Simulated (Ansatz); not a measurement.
Functionals compared on the (100) surface of cubic BaHfO3 in its 1x1 cell (cut with top plane Ba + O, bottom plane Ba + O), relaxed from an ideal cut (the real face may reconstruct), outermost plane spacing 2.10 Å in the ideal cut (one of several cuts of this face), with 1 Ba, 1 O a cell over the bulk's ratio, in Ansatz (plane waves, PAW). The structure was relaxed with PBE; the other rows are single points on it, each with its references at the same level. Cutoff 420 eV (500 eV for r2SCAN). HSE06 used the coarser mesh 4x4x1.

Slab: 17 atoms, Ba4Hf3O10, 12.6 Å thick at the start; k 6x6x1, smearing 0.025 eV, dipole-corrected; all atoms relaxed; held to the start's symmetry, so lower structures may exist; no spin, no spin-orbit, no U. These notes are the PBE run's.

A dash marks a value that is undefined for that row or was read on another mesh.

| functional | ionisation potential (eV) | gap of the slab on its k-mesh (eV) | highest filled level below the top vacuum level (eV) | rough cost of the single point |
|---|---|---|---|---|
| PBE | 3.96 | 2.97 | 3.87 | – |
| LDA | 4.30 | 3.19 | 4.22 | around 40 core-seconds (rough) |
| PBEsol | 4.02 | 3.12 | 3.93 | roughly 40 core-seconds |
| RPBE | 3.82 | 2.76 | 3.71 | around 40 core-seconds (rough) |
| r2SCAN | … | … | … | about 70 core-seconds (a rough figure) |
| HSE06 | 4.81 | – | – | very roughly 7 core-minutes |

Problem. Complete the blanks.

Solution. 
- r2SCAN, ionisation potential (eV): 4.14
- r2SCAN, gap of the slab on its k-mesh (eV): 3.52
- r2SCAN, highest filled level below the top vacuum level (eV): 4.03

Ansatz is an electronic-structure program.
